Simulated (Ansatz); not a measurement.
## Mo, response to strain

The reference is Mo in the bcc (W type) structure (space group Im-3m, No. 229; a = 3.1611 Å; relaxed with 0.1 eV smearing).

Strains are applied to the cell and any free atomic positions relax.

The values are results of PBE in Ansatz (plane waves to 420 eV, PAW, no spin-orbit coupling), not measurements.

Notes on the quantities. energy relative to the base: free energy F.

```json
[
 {"change": "base", "energy relative to the base": "0 meV/atom", "volume per atom": "15.79 Å³", "pressure": "0.0 GPa"},
 {"change": "isotropic strain −3.00 %", "energy relative to the base": "+114 meV/atom", "volume per atom": "14.42 Å³", "pressure": "28.7 GPa"},
 {"change": "isotropic strain −2.50 %", "energy relative to the base": "+78 meV/atom", "volume per atom": "14.64 Å³", "pressure": "23.1 GPa"},
 {"change": "isotropic strain −2.00 %", "energy relative to the base": "+49 meV/atom", "volume per atom": "14.87 Å³", "pressure": "17.8 GPa"},
 {"change": "isotropic strain −1.50 %", "energy relative to the base": "+27 meV/atom", "volume per atom": "15.09 Å³", "pressure": "12.9 GPa"},
 {"change": "isotropic strain −1.00 %", "energy relative to the base": "[?]", "volume per atom": "15.33 Å³", "pressure": "[?]"},
 {"change": "isotropic strain +0.50 %", "energy relative to the base": "+2.8 meV/atom", "volume per atom": "16.03 Å³", "pressure": "-3.8 GPa"},
 {"change": "isotropic strain +1.50 %", "energy relative to the base": "+25 meV/atom", "volume per atom": "16.52 Å³", "pressure": "-10.5 GPa"},
 {"change": "isotropic strain +2.00 %", "energy relative to the base": "+43 meV/atom", "volume per atom": "16.76 Å³", "pressure": "-13.6 GPa"},
 {"change": "isotropic strain +3.00 %", "energy relative to the base": "+94 meV/atom", "volume per atom": "17.26 Å³", "pressure": "-19.0 GPa"}
]
```

Problem. Fill in the withheld entries from the trend.

Solution. 
- isotropic strain −1.00 %, energy relative to the base: +12 meV/atom
- isotropic strain −1.00 %, pressure: 8.3 GPa

Stability against distortions was not tested. All final runs are without spin polarisation.

Ansatz is a program for electronic structure.
